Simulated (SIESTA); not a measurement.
Worked example: self-consistent single point of AlNi3 (Pm-3m, 4 atoms in the cell) in SIESTA.

Method of the run: GGA PBE, numerical atomic orbitals DZP, PseudoDojo PBE standard norm-conserving potentials (rewritten from UPF to PSML) in SIESTA 5.4.2.

The change in words: lattice scaled by 0.98. Reference geometry:
```yaml
crystal:
  lattice:
    - [3.52869, 0.00000, 0.00000]
    - [0.00000, 3.52869, 0.00000]
    - [0.00000, 0.00000, 3.52869]
  atoms:
    - { symbol: Al, position: [0.00000, 0.00000, 0.00000] }
    - { symbol: Ni, position: [0.00000, 0.50000, 0.50000], spin: 2.0 }
    - { symbol: Ni, position: [0.50000, 0.00000, 0.50000], spin: 2.0 }
    - { symbol: Ni, position: [0.50000, 0.50000, 0.00000], spin: 2.0 }
```
(The spins are starting values, not results.)

Reference input (self-consistent single point, DFT, GGA PBE, numerical atomic orbitals DZP, PseudoDojo PBE standard norm-conserving potentials (rewritten from UPF to PSML)): XC.functional = GGA; XC.authors = PBE; potentials = PseudoDojo PBE standard; PAO.BasisSize = DZP; PAO.EnergyShift = 0.01 Ry; MeshCutoff = 300 Ry; kgrid.MonkhorstPack = 8 8 8; OccupationFunction = MP; OccupationMPOrder = 0; ElectronicTemperature = 100 meV; Spin = polarized; DM.InitSpin = [1 +0.00, 2 +2.00, 3 +2.00, 4 +2.00]. This run's input differs from it in these lines:

```diff
@@ -12,5 +12,5 @@
 %block LatticeVectors
-     6.668252010    0.000000000    0.000000000
-     0.000000000    6.668252010    0.000000000
-     0.000000000    0.000000000    6.668252010
+     6.534886478    0.000000000    0.000000000
+     0.000000000    6.534886478    0.000000000
+     0.000000000    0.000000000    6.534886478
 %endblock LatticeVectors
@@ -19,5 +19,5 @@
      0.000000000    0.000000000    0.000000000  1
-     0.000000000    3.334126005    3.334126005  2
-     3.334126005    0.000000000    3.334126005  2
-     3.334126005    3.334126005    0.000000000  2
+     0.000000000    3.267443239    3.267443239  2
+     3.267443239    0.000000000    3.267443239  2
+     3.267443239    3.267443239    0.000000000  2
 %endblock AtomicCoordinatesAndAtomicSpecies
```

Output (repeated stretches shortened):

```
        iscf     Eharris(eV)        E_KS(eV)     FreeEng(eV)     dDmax    Ef(eV) dHmax(eV)
   scf:    1   -13658.936173   -13731.248546   -13731.272206  1.409448 -1.437864 20.560109
     spin moment: {S} , |S| = {        0.0        0.0    2.81756 }     2.81756
   scf:    2   -13763.641019   -13749.409934   -13749.435551  0.241219 -2.690126 11.950090
     spin moment: {S} , |S| = {        0.0        0.0    2.25744 }     2.25744
   scf:    3   -13759.584741   -13758.031310   -13758.048203  0.260637 -4.312291  1.141446
     spin moment: {S} , |S| = {        0.0        0.0    1.51863 }     1.51863
   [... lines left out ...]
     spin moment: {S} , |S| = {        0.0        0.0    0.66389 }     0.66389
   scf:   18   -13758.375749   -13758.375757   -13758.393666  0.000040 -4.645567  0.000557
     spin moment: {S} , |S| = {        0.0        0.0    0.66362 }     0.66362
   scf:   19   -13758.375747   -13758.375752   -13758.393666  0.000028 -4.645554  0.000322
     spin moment: {S} , |S| = {        0.0        0.0    0.66371 }     0.66371
   scf:   20   -13758.375751   -13758.375752   -13758.393666  0.000003 -4.645561  0.000267
     spin moment: {S} , |S| = {        0.0        0.0    0.66367 }     0.66367
SCF Convergence by DM+H criterion
max |DM_out - DM_in|         :     0.0000032542
max |H_out - H_in|      (eV) :     0.0002668064
SCF cycle converged after 20 iterations

Using DM_out to compute the final energy and forces

siesta: E_KS(eV) =           -13758.3758

siesta: E_KS - E_eggbox =    -13758.3758

siesta: Atomic forces (eV/Ang):
     1   -0.000000    0.000000    0.000000
     2   -0.000000   -0.000000   -0.000000
     3   -0.000000    0.000000   -0.000000
     4   -0.000000    0.000000    0.000000
   Tot   -0.000000    0.000000    0.000000
   Max    0.000000
   Res    0.000000    sqrt( Sum f_i^2 / 3N )
   Max    0.000000    constrained

Stress tensor Voigt[x,y,z,yz,xz,xy] (kbar):     -208.91     -208.91     -208.91        0.00       -0.00        0.00
(Free)E + p*V (eV/cell)   -13753.0014
   [... lines left out ...]
siesta: FreeEng =    -13758.393666
siesta: Cell volume =         41.354002 Ang**3
siesta:         208.91193338        208.91193338  kBar
   [... lines left out ...]

             -0.048  -0.069  -0.078

mulliken: Qtot =       28.168

Mulliken Atomic Populations:
Atom #   charge [q] valence [e]      Sz [e]  Species
     1    -1.457141    4.457141   -0.066602  Al
     2     0.485713   17.514287    0.243425  Ni
     3     0.485713   17.514287    0.243425  Ni
     4     0.485714   17.514286    0.243425  Ni
 Total     0.000000                0.663673
```

The run converged in 20 iterations. Against the reference run the free energy goes up by 55.5 meV/atom, the pressure goes from 6.40 to 20.89 GPa and the size of the net moment hardly changes (0.18 to 0.17 μB/atom).

The starting cell comes from a database of computed structures (which also holds hypothetical and non-ambient phases and stackings), without a prior relaxation at this level. Its lattice was rescaled by a random factor within 2.5 % of one. For this run, on top of that: lattice scaled by 0.98. The moments shrank to a small part of their start, a low-spin state that need not be the lowest. Values carry the incompleteness of an atom-centred basis. With a pressure of about 21 GPa the cell is away from its equilibrium volume at this level.

Cost on one core of a shared machine: roughly 2 min.
